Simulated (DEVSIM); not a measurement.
Device: abrupt InP n-p junction, at 300 K.

Layer 1 from the left is InP, thickness (μm) 0.600, Nd (cm⁻³) 3e14, τn (s) 7.1e-10, τp (s) 7.1e-10. Layer 2 from the left is InP, thickness (μm) 140, Na (cm⁻³) 2.1e16, τn (s) 7.1e-10, τp (s) 7.1e-10.

Left contact: ohmic. Right contact: ohmic. Voltage is applied to the left contact. Recombination: SRH at mid-gap, Auger. Mobility is μmin + (μ − μmin)/(1 + (N/Nref)^α).

Constants are typed, rounded textbook-type inputs, not results; the design itself was drawn at random and stands for no fabricated device. Values at 300 K.

InP: gap (eV) 1.344, affinity (eV) 4.38, permittivity 12.5, Nc (cm⁻³) 5.7e17, Nv (cm⁻³) 1.1e19, μn (cm²/Vs) 5200, μp (cm²/Vs) 170, μn,min 400, μp,min 10, Nref,n 3e17, Nref,p 4.9e17, αn 0.47, αp 0.62, Cn (cm⁶/s) 9e-31, Cp (cm⁶/s) 9e-31.

DEVSIM, 1D drift-diffusion, Boltzmann statistics, complete ionisation; no tunnelling, impact ionisation, image-force lowering or self-heating.

Q: What does the simulation give for the dark forward voltage at 1 A/cm², the potential step across the device at zero bias?

A: dark forward voltage at 1 A/cm² 0.836 V; potential step across the device at zero bias 0.987 V.
